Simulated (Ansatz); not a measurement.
For CdO (model structure, started from the litharge type, P4/nmm, No. 129, 4 atoms in the cell), PBE (PAW; Ansatz, an electronic-structure program) gives:

lattice parameter a: 4.351 Å
c axis length: 3.682 Å
formation enthalpy: -0.730 eV/atom

Problem. What does PBE-D3(BJ) (Ansatz, plane waves, PAW) give for the same quantities?

Solution. 
- lattice constant a: 4.191 Å (falls by 3.7 %)
- lattice parameter c: 3.167 Å (decreases by 14 %)
- formation enthalpy: -0.765 eV/atom (moves by -0.035 eV/atom)

Changes are worked out from the printed values.

Unless a cell is named, each level is at its own relaxed cell (PBE 17.43, PBE-D3(BJ) 13.91 Å³/atom).

Ansatz's density-functional and Hartree–Fock values are scalar-relativistic unless marked +SOC, with PAW data made under PBE.

A model structure was made by putting elements into a prototype or built by hand; it is no filed structure, need not be a known phase, and can be a saddle point held by its symmetry.
